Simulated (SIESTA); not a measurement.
## How a calculation on CaMg₅ (P-62m, 6 atoms in the cell) responds to its settings

```
CELL_PARAMETERS angstrom
      5.84423     0.00000     0.00000
     -2.92211     5.06125     0.00000
      0.00000     0.00000     5.17090
ATOMIC_POSITIONS crystal
  Ca 0.00000 0.00000 0.50000
  Mg 0.00000 0.60751 0.00000
  Mg 0.60751 0.00000 0.00000
  Mg 0.39249 0.39249 0.00000
  Mg 0.66667 0.33333 0.50000
  Mg 0.33333 0.66667 0.50000
```

Base run A: GGA PBEsol, numerical atomic orbitals DZP, PseudoDojo PBEsol standard norm-conserving potentials (rewritten from UPF to PSML) in SIESTA, self-consistent single point.

Its settings: XC.functional = GGA; XC.authors = PBEsol; potentials = PseudoDojo PBEsol standard; PAO.BasisSize = DZP; PAO.EnergyShift = 0.005 Ry; MeshCutoff = 400 Ry; kgrid.MonkhorstPack = 5 5 5; OccupationFunction = MP; OccupationMPOrder = 1; ElectronicTemperature = 50 meV; MaxSCFIterations = 150; SCF.Mixer.Method = Pulay; SCF.Mixer.Weight = 0.1; SCF.Mixer.History = 8; SCF.DM.Tolerance = 1.0E-04.

The starting cell comes from a database of computed structures (which also holds hypothetical and non-ambient phases and stackings), without a prior relaxation at this level. Values carry the incompleteness of an atom-centred basis. In the base run, with a pressure of about 4 GPa the cell is away from its equilibrium volume at this level.

ΔF is the free energy per atom less that of run A. 

Run A gave: pressure (GPa) 3.54; largest force (eV/Å) 0.146; TS (meV/atom) 0.2; k-points 63.

Runs:
- B: kgrid.MonkhorstPack, ElectronicTemperature = 3 3 3, 30 meV
- C: kgrid.MonkhorstPack, ElectronicTemperature = 3 3 3, 100 meV
- D: kgrid.MonkhorstPack, ElectronicTemperature = 3 3 3, 300 meV
- E: kgrid.MonkhorstPack, ElectronicTemperature = 4 4 4, 30 meV
- F: kgrid.MonkhorstPack, ElectronicTemperature = 4 4 4, 100 meV
- G: kgrid.MonkhorstPack, ElectronicTemperature = 4 4 4, 300 meV
- H: kgrid.MonkhorstPack, ElectronicTemperature = 5 5 5, 30 meV
- I: kgrid.MonkhorstPack, ElectronicTemperature = 5 5 5, 100 meV
- J: kgrid.MonkhorstPack, ElectronicTemperature = 5 5 5, 300 meV
- K: kgrid.MonkhorstPack, ElectronicTemperature = 6 6 6, 30 meV
- L: kgrid.MonkhorstPack, ElectronicTemperature = 6 6 6, 100 meV
- M: kgrid.MonkhorstPack, ElectronicTemperature = 6 6 6, 300 meV

Task: What does run K change against A?

Result: The free energy drops by 9.9 meV/atom, the pressure hardly changes (3.54 to 3.53 GPa) and the largest force goes from 0.146 to 0.134 eV/Å.

Task: What does run G change against A?

Result: The free energy drops by 19.5 meV/atom, the pressure stays near 3.47 GPa while the zz stress (positive for compression) goes from 3.88 to 5.05 GPa and the largest force goes from 0.146 to 0.112 eV/Å.

```
run  ΔF (meV/atom)  pressure (GPa)  largest force (eV/Å)  TS (meV/atom)  k-points
---  -------------  --------------  --------------------  -------------  --------
A             0.00            3.54                 0.146            0.2        63
B            -22.4            3.70                 0.059            0.3        14
C            -22.8            3.67                 0.049           -0.1        14
D            -24.4            3.77                 0.056            4.4        14
E            -20.7            3.51                 0.118            0.0        44
F            -20.6            3.51                 0.117           -0.4        44
G            -19.5            3.47                 0.112           -4.3        44
H             0.04            3.54                 0.146            0.1        63
I            -0.23            3.52                 0.147            0.5        63
J            -0.82            3.54                 0.126            0.6        63
K             -9.9            3.53                 0.134            0.1       132
L            -10.1            3.54                 0.136            0.2       132
M             -9.4            3.53                 0.127           -2.1       132
```
